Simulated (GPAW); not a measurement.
```yaml
crystal:
  lattice:
    - [0.00000, 2.48314, 2.48314]
    - [2.48314, 0.00000, 2.48314]
    - [2.48314, 2.48314, 0.00000]
  atoms:
    - { symbol: Ce, position: [0.00000, 0.00000, 0.00000] }
    - { symbol: O, position: [0.50000, 0.50000, 0.50000] }
```

Level of theory: LDA (Perdew-Wang 92)+U, GPAW PAW datasets LDA (gpaw-data 1.0.1) (plane waves; GPAW).

The set-up and first iterations of a GPAW log for CeO (Fm-3m, 2 atoms in the cell):

```
Input parameters:
  convergence: {density: 1e-05,
                energy: 1e-05}
  kpts: [15 15 15]
  maxiter: 100
  mode: {ecut: 950,
         name: pw}
  nbands: -6
  occupations: {name: methfessel-paxton,
                order: 0,
                width: 0.1}
  setups: {Ce: :f,7.0}
  symmetry: {symmorphic: False,
             tolerance: 0.0005}

species:
  Ce:
    name: Cerium
    Z: 58.0
    valence: 12
    core: 46
    charge: 0.0
    Hubbard: {U: 7.0,  # eV
              l: 3,
              scale: True}
    file: Ce.LDA.gz

    # Using partial waves for Ce as LCAO basis

  O:
    name: Oxygen
    Z: 8.0
    valence: 6
    core: 2
    charge: 0.0
    file: O.LDA.gz

    # Using partial waves for O as LCAO basis

Reference energy: -242953.459994  # eV

Spin-paired calculation

Convergence criteria:
 Maximum [total energy] change in last 3 cyles: 1e-05 eV / valence electron
   [... lines left out ...]
  Number of coefficients (min, max): 2017, 2085
  Pulay-stress correction: 0.000000 eV/Ang^3 (de/decut=0.000000)

Occupation numbers: Methfessel-Paxton:
  width: 0.1000  # eV
  order: 0

Eigensolver

Densities:
  Coarse grid: 25*25*25 grid
  Fine grid: 50*50*50 grid
  Total Charge: 0.000000

Density mixing:
  Method: separate
  Backend: pulay
  Linear mixing parameter: 0.05
  old densities: 5
  Damping of long wavelength oscillations: 50

Hamiltonian:
  XC and Coulomb potentials evaluated on a 50*50*50 grid
  External potential:
    NoExternalPotential

Number of atoms: 2
Number of atomic orbitals: 24
Number of bands in calculation: 15
Number of valence electrons: 18
Bands to converge: occupied

Density initialized from atomic densities
  15 bands from LCAO basis set

Atomic positions and initial magnetic moments

Positions:
   0 Ce     0.000000    0.000000    0.000000    ( 0.0000,  0.0000,  0.0000)
   1 O      2.483140    2.483140    2.483140    ( 0.0000,  0.0000,  0.0000)

Unit cell:
           periodic     x           y           z      points  spacing
  1. axis:    yes    0.000000    2.483140    2.483140    25     0.1147
  2. axis:    yes    2.483140    0.000000    2.483140    25     0.1147
  3. axis:    yes    2.483140    2.483140    0.000000    25     0.1147

  Lengths:   3.511690   3.511690   3.511690
  Angles:   60.000000  60.000000  60.000000

Effective grid spacing dv^(1/3) = 0.1251
     iter     time        total  log10-change:
                         energy   eigst   dens
iter:   1 --:--:--   -19.448366
iter:   2 --:--:--   -18.427829   -0.08  -1.14
iter:   3 --:--:--   -15.851523   +0.19  -1.20
iter:   4 --:--:--   -16.029907   -0.39  -1.51
iter:   5 --:--:--   -16.243569   -0.65  -1.55
```

Task: How does the run end?

Result: The run ended unconverged after 100 iterations. It gives no final result for the task that was set. The log goes on:

```
   [... 70 lines left out ...]
iter:  76 --:--:--   -15.928857   -4.43  -3.52
iter:  77 --:--:--   -15.928643   -4.44  -3.79
iter:  78 --:--:--   -15.928884   -4.10  -3.68
   [... lines left out ...]
iter:  99 --:--:--   -15.928920c  -6.33  -4.81
iter: 100 --:--:--   -15.928934c  -5.97  -4.78

Did not converge!

Here are some tips:

1) Make sure the geometry and spin-state is physically sound.
2) Use less aggressive density mixing.
3) Solve the eigenvalue problem more accurately at each scf-step.
4) Use a smoother distribution function for the occupation numbers.
5) Try adding more empty states.
6) Use enough k-points.
7) Don't let your structure optimization algorithm take too large steps.
8) Solve the Poisson equation more accurately.
9) Better initial guess for the wave functions.

See details here:

    https://gpaw.readthedocs.io/documentation/convergence.html
Traceback (most recent call last):
   [... frames left out ...]
gpaw.KohnShamConvergenceError: Did not converge!  See text output for help.
```

The starting cell comes from a database of computed structures (which also holds hypothetical and non-ambient phases and stackings), without a prior relaxation at this level. Spin-orbit coupling is off. Spin polarisation is off. The U value is a test value, and with U on an open shell several self-consistent states can exist.

The run was DFT LDA (Perdew-Wang 92)+U, plane waves, GPAW PAW datasets LDA (gpaw-data 1.0.1). Main settings of its input:

| setting | value |
|---|---|
| mode | pw |
| ecut | 950 eV |
| xc | LDA |
| setups | {Ce: :f,7.0} |
| kpts | 15 15 15 |
| mesh shift (steps) | 0 0 0 |
| occupations.name | methfessel-paxton |
| occupations.width | 0.1 eV |
| occupations.order | 0 |
| nbands | -6 |
| convergence.density | 1e-05 e/electron |
| convergence.energy | 1e-05 eV/electron |
